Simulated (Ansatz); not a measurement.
Start from AlRh in the CsCl type structure (space group Pm-3m, No. 221; a cell from a computed database, its experimental status unchecked; relaxed with 0.1 eV smearing).

```
CELL_PARAMETERS angstrom
      2.97247     0.00000     0.00000
      0.00000     2.97247     0.00000
      0.00000     0.00000     2.97247
ATOMIC_POSITIONS crystal
  Al 0.00000 0.00000 0.00000
  Rh 0.50000 0.50000 0.50000
```

Cartesian axes are those of the cell as printed.

Calculations: plane-wave PAW DFT at the PBEsol level (Ansatz, an electronic-structure program, 420 eV), without spin-orbit coupling.

It is then changed as follows: the cell is compressed by 1.20 % along x with no lateral relaxation; the atoms relax in the strained cell.

Q: Predict the stress tensor and what it implies for the stiffness.

A: Stress of the strained cell less that of the base (GPa, compression positive):
```
    4.2     0.0     0.0
    0.0     1.9     0.0
    0.0     0.0     1.9
```

Then −Δσ_ii/ε with ε = -0.0120 gives relaxed-ion elastic constants: C11 ≈ 351 GPa, C12 ≈ 156 GPa and C13 ≈ 156 GPa.

No phonon test of stability was made. All final runs are without spin polarisation.
